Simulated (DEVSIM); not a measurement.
System: Ni/SiO2/p-InP capacitor, at 300 K.

Layer 1 from the left is SiO2, thickness (nm) 12.0. Layer 2 from the left is InP, thickness (nm) 850, Na (cm⁻³) 5.4e17.

Metal gate on the left, work function 5.1 eV. Fixed charge at the semiconductor interface 0 cm⁻² (in units of +e); no interface traps.

The device is made up for the run: typed textbook-type constants, with dimensions and the other settings drawn at random. Values at 300 K.

SiO2: gap (eV) 9, affinity (eV) 0.9, permittivity 3.9. InP: gap (eV) 1.344, affinity (eV) 4.38, permittivity 12.5, Nc (cm⁻³) 5.7e17, Nv (cm⁻³) 1.1e19.

DEVSIM, 1D Poisson equation in equilibrium, Boltzmann statistics, complete ionisation; no quantum confinement or tunnelling. Metal contacts follow the ideal Schottky-Mott rule: no Fermi-level pinning, no interface dipoles.

Problem. What does the simulation give for the flat-band voltage?

Solution. flat-band voltage -0.55 V.
